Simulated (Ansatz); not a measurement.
Pt: pressure series

The reference is Pt in the fcc (Cu type) structure (space group Fm-3m, No. 225; a = 3.970 Å).

Cell and atoms are relaxed at each pressure.

Computed with PBE/PAW in Ansatz (an electronic-structure program), no spin-orbit coupling.

Notes on the quantities. enthalpy: H = E + PV relative to the base's energy.

| change | lattice parameter a | enthalpy |
|---|---|---|
| base | 3.970 Å | – |
| pressure −2 GPa | 3.981 Å | -0.20 eV/atom |
| pressure −1 GPa | 3.976 Å | -0.10 eV/atom |
| pressure 3 GPa | 3.955 Å | +0.29 eV/atom |
| pressure 7 GPa | 3.936 Å | +0.67 eV/atom |
| pressure 15 GPa | 3.901 Å | +1.42 eV/atom |
| pressure 30 GPa | 3.848 Å | +2.78 eV/atom |
| pressure 50 GPa | 3.791 Å | +4.52 eV/atom |
| pressure 75 GPa | 3.734 Å | +6.60 eV/atom |
| pressure 100 GPa | 3.686 Å | +8.59 eV/atom |

Load acts through the strain it causes; cell and atoms are relaxed under it. Stability against distortions was not tested. Competing high-pressure phases were not computed. All final runs are without spin polarisation.
